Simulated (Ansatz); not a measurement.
Output of an Ansatz run (abridged):

```
WARN basis.ecutwfc = 420 eV, the default
WARN ansatz: RAYON_NUM_THREADS=1 ignored (pool sized by the plan → 1); use --threads N
Pseudopotentials: kind: paw
Pseudopotential: Al, paw, valence charge 3
Pseudopotential: K, paw, valence charge 9
Crystal: 6 atoms, lattice volume = 175.280 Å³
Basis set: ecut = 420 eV, 3479 PW (Γ), exchange–correlation on 90×90×90 points (8 copies of the dense FFT grid, shifted against one another)
Bands: 21, of which v1, the nominal top of the filled ones, is band 15 counted from 1 (14 counted from 0)
Symmetry: 48 space group operations
Space group: Fd-3m (ITA 227), of the structure as read, at distance tolerance 5.6e-5 Å
k-points: 20 of 343
Initial density: superposition of atomic densities (neutral atoms: chi_scale 0, normalization atom), corrected by the library's trained network
Initial wavefunctions: pseudopotential atomic-orbital guess
Eigensolver: davidson
Functional: x = pbe(κ = 0.804, μ = 0.2195149727645171), c = pbe(β = 0.06672455060314922)
SCF iter   1: F=—  HF=-5224.024703 eV  |F-HF|=—  |Δ(HF+E_count)|=         —  Δρ=1.06e-3  dr2=2.20e-3  ethr=1.77e-3  ⟨swp⟩=7.8  Hψ=2475  notcnv=0
all-band conjugate gradients solve this SCF's bands
preconditioner: auto → Kerker (q_TF=auto, 2.033 Å⁻¹)
SCF iter   2: F=—  HF=-5224.024579 eV  |F-HF|=—  |Δ(HF+E_count)|=   1.24e-4  S|Δr|=    0.00e0  Δρ=6.33e-4  dr2=9.81e-4  ethr=7.32e-6  ⟨swp⟩=2.2  Hψ=814  notcnv=0
SCF iter   3: F=—  HF=-5224.024592 eV  |F-HF|=—  |Δ(HF+E_count)|=   1.25e-5  S|Δr|=    0.00e0  Δρ=1.27e-4  dr2=6.07e-5  ethr=3.27e-6  ⟨swp⟩=2.3  Hψ=504  notcnv=0
SCF iter   4: F=—  HF=-5224.024627 eV  |F-HF|=—  |Δ(HF+E_count)|=   3.54e-5  S|Δr|=    0.00e0  Δρ=4.26e-5  dr2=1.20e-5  ethr=2.02e-7  ⟨swp⟩=2.1  Hψ=528  notcnv=0
SCF iter   5: F=—  HF=-5224.024624 eV  |F-HF|=—  |Δ(HF+E_count)|=   2.97e-6  S|Δr|=    0.00e0  Δρ=1.13e-5  dr2=5.81e-7  ethr=4.02e-8  ⟨swp⟩=2.0  Hψ=529  notcnv=0
SCF iter   6: F=-5224.024624 eV  HF=-5224.024624 eV  |F-HF|=1.11e-10  |Δ(HF+E_count)|=   8.62e-8  S|Δr|=    0.00e0  Δρ=2.39e-6  dr2=1.38e-8  ethr=3.33e-10  ⟨swp⟩=8.2  Hψ=2088  notcnv=0
SCF 1 converged in 6 iterations: F = -5224.024624 eV  dr2 = 1.38e-8
SCF converged after 6 iterations
Stability not checked (fill_not_monotonic)
Free energy (F): -5224.024624 eV
Harris-Foulkes:  -5224.024624 eV  (|F-HF|=1.11e-10)
Internal energy: -5224.025253 eV  (E = F + TS)
E sigma→0 (E₀):  -5224.024834 eV
Entropy (-TS):   0.000629 eV (0.105 meV/atom)
Fermi energy:    4.236823 eV
--- Per-component energies (eV) ---
  E_band       = -207.215275
  E_kinetic    = 583.270546
  E_local      = -1324.394091  (includes V_loc(G=0)·N_el)
  E_nonlocal   = 67.505766
  E_hartree    = 485.963054
  E_xc         = -420.402788
  E_vxc        = -433.888013  (∫ρ·V_xc dr)
  E_paw        = -3432.017155  (= ΣΔE_a)
  E_vpaw       = -71.633455  (= ΣTr[D̂ρ^β])
  E_aug_tail   = -0.000014  (compensation charges beyond the density's cutoff)
  E_ewald      = -1183.950570
  E_smearing   = 0.000629  (= −TS)
  E_closure    = -0.000000  (closes the sum)
  Σ components = -5224.024624   (vs F -5224.024624, Δ=0.00e0)
--- Forces (eV/Å), atoms counted from 1 ---
  atom   1  Al    -0.00000000    -0.00000000     0.00000000
   [... zero for the other atoms too ...]
  max |Σ_I F_I| component: 3.61e-20 eV/Å
--- Stress (GPa, compression-positive) ---
       -3.851011       0.000000       0.000000
       -0.000000      -3.851011       0.000000
        0.000000       0.000000      -3.851011
  P = ⅓ Tr σ = -3.8510 GPa (-38.510 kbar)
  The stress holds the Pulay correction. Without it, at fixed plane waves, as pw.x and ABINIT print it: P = -3.8680 GPa
--- Band table (eV; the first three rows and the last of 20) ---
  k-point 0: bands = ["-26.4404", "-26.4042", "-10.0212", "-10.0212", "-10.0212", "-9.9017", "-9.9017", "-9.9017", "-3.0534", "1.5228", "1.7446", "1.7446", "1.7446", "3.0778", "3.0778", "3.0778", "4.0788", "4.0788", "6.0801", "7.9110", "7.9110"]
  k-point 1: bands = ["-26.4390", "-26.4055", "-10.0253", "-10.0253", "-10.0240", "-9.9020", "-9.8979", "-9.8979", "-2.9519", "0.6626", "1.6150", "1.6150", "2.2386", "3.2393", "3.2393", "3.4393", "4.2073", "4.2073", "6.4647", "7.6007", "8.0577"]
  k-point 2: bands = ["-26.4356", "-26.4089", "-10.0336", "-10.0336", "-10.0316", "-9.9011", "-9.8900", "-9.8900", "-2.6696", "-0.2409", "1.4004", "1.4004", "2.2133", "3.4564", "3.4564", "4.5250", "4.6773", "4.6773", "6.9265", "7.5239", "7.8566"]
  k-point 19: bands = ["-26.4247", "-26.4197", "-10.0676", "-10.0581", "-9.9805", "-9.9510", "-9.8698", "-9.8648", "-1.7871", "-1.4042", "0.5663", "0.8765", "3.1926", "3.9166", "4.1731", "4.2038", "5.6023", "5.7518", "6.8386", "7.1350", "8.0208"]
```

The structure:

```
CELL_PARAMETERS angstrom
      0.00000     4.44189     4.44189
      4.44189     0.00000     4.44189
      4.44189     4.44189     0.00000
ATOMIC_POSITIONS crystal
  Al 0.12500 0.12500 0.12500
  Al 0.62500 0.12500 0.12500
  Al 0.12500 0.62500 0.12500
  Al 0.12500 0.12500 0.62500
  K  0.75000 0.75000 0.75000
  K  0.50000 0.50000 0.50000
```

Problem. Reconstruct the input of this run.

Solution. Other spellings and defaults could give the same log, and not every line can be read from it. The input that was run (DFT, PBE, plane waves, default PAW files):

Ansatz 0.2 input:
```yaml
crystal:
  lattice:
    - [0.000000, 4.441886, 4.441886]
    - [4.441886, 0.000000, 4.441886]
    - [4.441886, 4.441886, 0.000000]
  atoms:
    - { symbol: Al, position: [0.125000, 0.125000, 0.125000] }
    - { symbol: Al, position: [0.625000, 0.125000, 0.125000] }
    - { symbol: Al, position: [0.125000, 0.625000, 0.125000] }
    - { symbol: Al, position: [0.125000, 0.125000, 0.625000] }
    - { symbol: K, position: [0.750000, 0.750000, 0.750000] }
    - { symbol: K, position: [0.500000, 0.500000, 0.500000] }
kpoints:
  mp_grid: { grid: [7, 7, 7] }
hamiltonian:
  xc: pbe
  pseudopotentials: { kind: paw }
scf:
  occupations: { method: cold, width: 0.05 eV }
output:
  forces: true
  eigenvalues: true
  stress: true
```

The starting cell was generated: these elements placed on a structure prototype, without a prior relaxation; it need not be a known phase or ordering of this composition. With a pressure of about -4 GPa the cell is away from its equilibrium volume at this level. Ansatz's pressure includes its estimate of the finite-basis (Pulay) stress.

Ansatz is a program for electronic structure.
